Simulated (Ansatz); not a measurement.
The starting structures come from a database of crystals and need not be the phases stable at ambient conditions.

Given:

```yaml
crystal:
  lattice:
    - [4.30910, 0.00000, 0.00000]
    - [0.00000, 19.94569, 0.00000]
    - [2.15455, 9.97284, 2.15455]
  atoms:
    - { symbol: Cs, position: [0.00000, 0.33069, 0.00000] }
    - { symbol: Cs, position: [0.00000, 0.66931, 0.00000] }
    - { symbol: Br, position: [0.00000, 0.94007, 0.00000] }
    - { symbol: Br, position: [0.00000, 0.05993, 0.00000] }
    - { symbol: F, position: [0.00000, 0.18403, 0.00000] }
    - { symbol: F, position: [0.00000, 0.81597, 0.00000] }
```

Space group of this cell: I4/mmm. The cell is taken as given.

Transport runs along the normal of the first two printed cell vectors, the (100) plane of the conventional cell.

The gap is the functional's own, uncorrected, and κ follows it; spin-orbit coupling is left out. Mid-gap values are interpolated between the computed energies.

### Question
Predict the band gap and the smallest decay constant κ at mid-gap from Ansatz (an electronic-structure program) with r2SCAN.

### Answer
Gap 2.90 eV on a 14×14×14 mesh; κ = 0.436 1/Å, at the zone centre.
